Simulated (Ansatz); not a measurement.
The reference is ZnAu in the CsCl type structure (space group Pm-3m, No. 221; a = 3.1286 Å; relaxed with 0.1 eV smearing).

All numbers come from Ansatz (a program for electronic structure) PBEsol, no spin-orbit coupling.

Strains are applied to the cell and any free atomic positions relax.

One change was made to it. Results:

The energy goes up by 5.9 meV/atom; the pressure goes from zero to -3.9 GPa.

Question: What was done to the base?
(A) isotropic strain +3.00 %
(B) isotropic strain +2.50 %
(C) isotropic strain +1.00 %

Answer: C, isotropic strain +1.00 %. For comparison, the energy relative to the base in the other runs: isotropic strain +3.00 % gives +48 meV/atom; isotropic strain +2.50 % gives +34 meV/atom.

No phonon test of stability was made.
